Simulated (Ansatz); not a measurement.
**CuI: response to strain**

Take CuI (space group P-3m1, No. 164; a = 4.0947 Å, c = 7.2096 Å; a cell from a computed database, its experimental status unchecked; layered, stacked along the Cartesian z axis) as the base. Axes: x lies along a and z along c of the hexagonal cell.

Strains are applied to the cell and any free atomic positions relax; under biaxial strain the out-of-plane vector relaxes too.

Calculations: r2SCAN+rVV10, PAW, 500 eV (Ansatz, an electronic-structure program; spin-orbit coupling left out), earlier PAW set.

```tsv
biaxial strain, plane normal [001], relaxed out of plane (%)	band gap (eV)
-4.33	1.80
-3.94	1.84
-1.52	?
-0.26	2.08
0	2.09
```

Question: Fit E_g = E₀ + Dε (ε in %) to the rows shown and predict the withheld row.

Answer: Least squares on the printed values gives E₀ = 2.09 eV, D = 66.3 meV per % of strain (largest residual 0.01 eV); this predicts 1.99 eV, and the run gives 2.03 eV, 0.04 higher.

Spin-orbit coupling, missing from the scalar runs, can matter with I. Stability against distortions was not tested. All final runs are without spin polarisation. This is not the structure that CuI has at room temperature and ambient pressure.
